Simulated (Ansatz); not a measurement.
**Response to strain in Hf**

The reference is Hf in the hcp (Mg type) structure (space group P6_3/mmc, No. 194; a = 3.198 Å, c = 5.049 Å; relaxed with 0.1 eV smearing). Axes: x lies along a and z along c of the hexagonal cell.

Strains are applied to the cell and any free atomic positions relax; under biaxial strain the out-of-plane vector relaxes too; under stress the whole cell relaxes.

Calculations: r2SCAN (Ansatz, a quantum-chemistry and plane-wave program), spin-orbit coupling left out.

Notes on the quantities. pressure: mean of the normal stresses, compression positive.

```tsv
case	pressure	shortest interatomic distance
base	0.0 GPa	3.128 Å
biaxial strain −2.42 %, plane normal [001], relaxed out of plane	3.8 GPa	3.121 Å
biaxial strain −0.85 %, plane normal [001], relaxed out of plane	1.3 GPa	3.130 Å
biaxial strain −0.68 %, plane normal [001], relaxed out of plane	1.0 GPa	3.129 Å
biaxial strain +0.64 %, plane normal [001], relaxed out of plane	-0.9 GPa	3.126 Å
biaxial strain +3.35 %, plane normal [001], relaxed out of plane	-4.4 GPa	3.123 Å
uniaxial strain ε_yy = −2.44 %	…	…
uniaxial strain ε_zz = +0.72 %	-0.8 GPa	3.142 Å
uniaxial stress, 5 GPa compression along x	–	3.102 Å
tensor shear ε_xz = −3.81 %	0.1 GPa	3.034 Å
```

Problem. Some entries are withheld; estimate them.

Solution. 
- uniaxial strain ε_yy = −2.44 %, pressure: 2.8 GPa
- uniaxial strain ε_yy = −2.44 %, shortest interatomic distance: 3.111 Å

Beyond what the load breaks, stability against distortions was not tested. All final runs are without spin polarisation.
